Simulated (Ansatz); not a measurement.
Pt: element substitutions

The reference is Pt in the fcc (Cu type) structure (space group Fm-3m, No. 225; a = 3.9181 Å).

Each row replaces one element on all its sites; cell and atoms are relaxed.

All numbers come from PBEsol, PAW, 420 eV (Ansatz, a quantum-chemistry and plane-wave program; without spin-orbit coupling), earlier PAW set.

Candidates:
(a) Pt → Ni
(b) Pt → Pd
(c) Pt → Ag

Base values:

```
Quantity            Value
---------------  --------
Volume per atom  15.04 Å³
```

Task: Order them by volume per atom, highest first.

Result: (c) Pt → Ag (16.67 Å³), (b) Pt → Pd (14.55 Å³), (a) Pt → Ni (10.38 Å³)

The magnetic state is the one reached from the starting moments; the real material's order can differ, and small cells can't hold many antiferromagnetic ones. Stability against distortions was not tested. Spin-polarised in the final run: Ni; the other runs are not.
